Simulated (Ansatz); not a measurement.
Response to strain in hypothetical CdI2 type TeS2

Base system: TeS$_{2}$ in the CdI2 type structure (space group P-3m1, No. 164; a = 3.7920 Å, c = 5.7005 Å; a hypothetical phase, not in the database extracts checked; layered, stacked along the Cartesian z axis).

Strains are applied to the cell and any free atomic positions relax.

All numbers come from Ansatz (an electronic-structure program) PBE-D3(BJ), scalar-relativistic without spin-orbit coupling.

Notes on the quantities. energy relative to the base: free energy F.

```csv
isotropic strain (%),energy relative to the base (meV/atom)
-2.68,20.1
-0.61,?
0,0.0
0.84,1.7
2.15,10.8
```

Problem. Fit ΔE = Aε² + Bε³ (ε in %) to the rows shown and predict the withheld row.

Solution. Least squares on the printed values gives A = 2.54 and B = -0.096 meV/atom (largest residual 0.0 meV/atom); this predicts 1.0 meV/atom, and the run gives 1.0 meV/atom, in agreement.

The mesh was chosen for an insulator and is coarse for the gapless case. Stability against distortions was not tested. The final runs are not spin-polarised.
